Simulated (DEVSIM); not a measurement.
**Schottky contact on p-type CdTe**

Structure: Schottky contact on p-type CdTe, at 300 K.

```csv
layer (left to right),material,thickness (μm),Na (cm⁻³),τn (s),τp (s)
1,CdTe,0.340,2.4e15,6.5e-8,6.5e-8
```

Left contact: Schottky, work function 4.74 eV, emission velocity 2.5e6 cm/s. Right contact: ohmic. Voltage is applied to the left contact. Recombination: SRH at mid-gap, radiative. Mobility is constant in doping.

Constants are typed, rounded textbook-type inputs, not results; the design itself was drawn at random and stands for no fabricated device. Values at 300 K.

```csv
parameter,CdTe
gap (eV),1.5
affinity (eV),4.28
permittivity,10.2
Nc (cm⁻³),8e17
Nv (cm⁻³),1.8e19
μn (cm²/Vs),1000
μp (cm²/Vs),80
B (cm³/s),1e-10
```

Simulated with DEVSIM: 1D drift-diffusion, Boltzmann statistics, complete ionisation; no tunnelling, impact ionisation, image-force lowering or self-heating. Metal contacts follow the ideal Schottky-Mott rule: no Fermi-level pinning, no interface dipoles.

```json
{
 "potential_step_across_the_device_at_zero_bias": "0.809 V",
 "largest_field_in_the_device_at_zero_bias": "31000 V/cm",
 "Dark forward voltage at 1 A/cm²": "0.673 V",
 "Dark forward voltage at 100 A/cm²": "0.909 V"
}
```

Small-signal capacitance in reverse bias (quasi-static):

```tsv
V (V)	C (nF/cm²)
0.04	26.6
0.1	26.6
0.2	26.6
0.3	26.6
0.4	26.6
0.6	26.6
0.8	26.6
1	26.6
1.3	26.6
1.6	26.6
2	26.6
```

Dark forward current:

(V (V), J (A/cm²)): (-0.05, -7.6e-11); (-0.10, -5.6e-10); (-0.20, -2.5e-8); (-0.25, -1.6e-7); (-0.35, -7.2e-6); (-0.40, -4.8e-5); (-0.50, -0.0020); (-0.55, -0.013); (-0.65, -0.47); (-0.70, -2.4); (-0.75, -9.9); (-0.85, -57); (-0.90, -94); (-1.00, -180); (-1.05, -220); (-1.15, -310); (-1.20, -350); (-1.30, -440); (-1.35, -490); (-1.40, -530); (-1.50, -630); (-1.55, -670); (-1.65, -760); (-1.70, -810); (-1.80, -900); (-1.85, -940); (-1.95, -1000); (-2.00, -1100)
